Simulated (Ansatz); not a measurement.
# TiC: energy against strain

TiC (rock salt, Fm-3m, 9.670 Å³/atom and stress up to 0.01 GPa in the relaxed cell) under an equal strain ε in the (001) plane with the normal axis free, as in a coherent film. LDA in Ansatz, a plane-wave DFT program (PAW, default set), 420 eV, 23×23×23 Γ-centred mesh, Fermi-Dirac smearing 0.10 eV; ions are relaxed, or left where forces stay under 0.02 eV/Å, within the symmetry of each cell.

Here s stands for strain and y for E less E0.

| strain (%) | E less E0 (meV/atom) |
|---|---|
| -1.50 | 9.39 |
| -1.00 | 4.09 |
| -0.50 | 0.99 |
| 0.00 | 0.00 |
| 0.50 | 0.99 |
| 1.00 | 3.88 |
| 1.50 | 8.57 |
| 3.00 | ? |

Task: Using a parabola, estimate the missing y at s = 3.00 from the other rows, showing the fit.

Result: Least squares gives y = -0.006 - 0.2057·s + 3.9933·s². Residuals (row less fit): 0.103, -0.103, -0.105, 0.006, 0.101, 0.098, -0.100; standard error 0.125 (degrees of freedom: 4). The quadratic coefficient over the volume, 3.9933 meV × 10⁴ × 0.1602 / 9.670 Å³, is the biaxial elastic modulus of this plane = about 660 GPa. At the withheld row, y = -0.006 - 0.2057 × 3.0 + 3.9933 × 3.0² = 35.317 meV/atom. The calculation gives 32.54 meV/atom, 2.777 meV/atom below the prediction (8.5 % of the range of y in the table). The row lies outside the fitted rows, so this is an extrapolation. From the scatter of the fitted rows alone, a prediction at this place has a standard error of 0.476 meV/atom, so the miss is 5.8 times that.

A polynomial of degree 3 through the 12 other runs of the series gives 32.41 there, so most of the miss is curvature that the fit leaves out. In a metal these values are sensitive to mesh and smearing; energies are taken to zero smearing, stresses follow the free energy. The runs aren't spin-polarised. Rows are the converged runs of the series near zero and its far end; series whose fitted rows scatter by over a few per cent of the range, as at a crossing or softening among them, aren't shown in this form, nor equations of state whose B0' disagrees with the runs' pressures. Most that stay on the fit to the last digits aren't either.
